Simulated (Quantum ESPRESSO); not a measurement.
A self-consistent single point of NbAl3 (I4/mmm, 4 atoms in the cell) with Quantum ESPRESSO.

Computed with PBEsol, GBRV 1.5 ultrasoft (PBESOL) pseudopotentials (plane waves; Quantum ESPRESSO).

The change in words: lattice scaled by 0.98. Reference geometry:
```yaml
crystal:
  lattice:
    - [-1.95437, 1.95437, 4.37615]
    - [1.95437, -1.95437, 4.37615]
    - [1.95437, 1.95437, -4.37615]
  atoms:
    - { symbol: Al, position: [0.50000, 0.50000, 0.00000] }
    - { symbol: Al, position: [0.75000, 0.25000, 0.50000] }
    - { symbol: Al, position: [0.25000, 0.75000, 0.50000] }
    - { symbol: Nb, position: [0.00000, 0.00000, 0.00000] }
```

Reference input (self-consistent single point, DFT, PBEsol, plane waves, GBRV 1.5 ultrasoft (PBESOL) pseudopotentials): ecutwfc = 40 Ry; ecutrho = 320 Ry; occupations = smearing; smearing = fd; degauss = 0.0099958 Ry; potentials = {Al: al_pbesol_v1.uspp.F.UPF, Nb: nb_pbesol_v1.uspp.F.UPF}; K_POINTS = automatic 12 12 12 0 0 0; conv_thr = 1e-09 Ry. This run's input differs from it in these lines:

```diff
@@ -25,5 +25,5 @@
 ATOMIC_POSITIONS {bohr}
-Al    0.00000000    0.00000000    8.26973065
-Al    0.00000000    3.69321649    4.13486532
-Al    3.69321649    0.00000000    4.13486532
+Al    0.00000000    0.00000000    8.10433615
+Al    0.00000000    3.61935276    4.05216807
+Al    3.61935276    0.00000000    4.05216807
 Nb    0.00000000    0.00000000    0.00000000
@@ -32,5 +32,5 @@
 CELL_PARAMETERS {angstrom}
-  -1.95436600     1.95436600     4.37615300
-   1.95436600    -1.95436600     4.37615300
-   1.95436600     1.95436600    -4.37615300
+  -1.91527900     1.91527900     4.28863000
+   1.91527900    -1.91527900     4.28863000
+   1.91527900     1.91527900    -4.28863000
```

Output (repeated stretches shortened):

```
     Self-consistent Calculation

     iteration #  1     ecut=    40.00 Ry     beta= 0.70

     Threshold (ethr) on eigenvalues was too large:
     Diagonalizing with lowered threshold

     total energy              =    -137.95518301 Ry
     estimated scf accuracy    <       0.20546907 Ry

     iteration #  2     ecut=    40.00 Ry     beta= 0.70

     total energy              =    -137.91733251 Ry
     estimated scf accuracy    <       0.66604010 Ry

     iteration #  3     ecut=    40.00 Ry     beta= 0.70

     total energy              =    -138.04453244 Ry
     estimated scf accuracy    <       0.00842995 Ry

   [... 6 blocks of this kind left out ...]

     iteration # 10     ecut=    40.00 Ry     beta= 0.70

     total energy              =    -138.04595673 Ry
     estimated scf accuracy    <          1.6E-09 Ry

     iteration # 11     ecut=    40.00 Ry     beta= 0.70
     End of self-consistent calculation

     Number of k-points >= 100: set verbosity='high' to print the bands.

     the Fermi energy is    11.4136 ev

!    total energy              =    -138.04595673 Ry
     estimated scf accuracy    <          1.8E-10 Ry
     smearing contrib. (-TS)   =      -0.00287290 Ry
     internal energy E=F+TS    =    -138.04308383 Ry

     convergence has been achieved in  11 iterations

     Forces acting on atoms (cartesian axes, Ry/au):

     atom    1 type  1   force =     0.00000000    0.00000000    0.00000000
   [... zero for the other atoms too ...]

     Total force =     0.000000     Total SCF correction =     0.000000

          total   stress  (Ry/bohr**3)                   (kbar)     P=       -7.93
  -0.00006164   0.00000000   0.00000000           -9.07        0.00        0.00
   0.00000000  -0.00006164   0.00000000            0.00       -9.07        0.00
   0.00000000   0.00000000  -0.00003853            0.00        0.00       -5.67

   JOB DONE.
```

The run converged in 11 iterations. Against the reference run the free energy goes down by 27.2 meV/atom and the pressure goes from -7.76 to -0.79 GPa.

The starting cell comes from a database of computed structures (which also holds hypothetical and non-ambient phases and stackings), without a prior relaxation at this level. Its lattice was rescaled by a random factor within 2.5 % of one. For this run, on top of that: lattice scaled by 0.98. Spin polarisation is off.

Cost on one core of a shared machine: roughly 4 min.
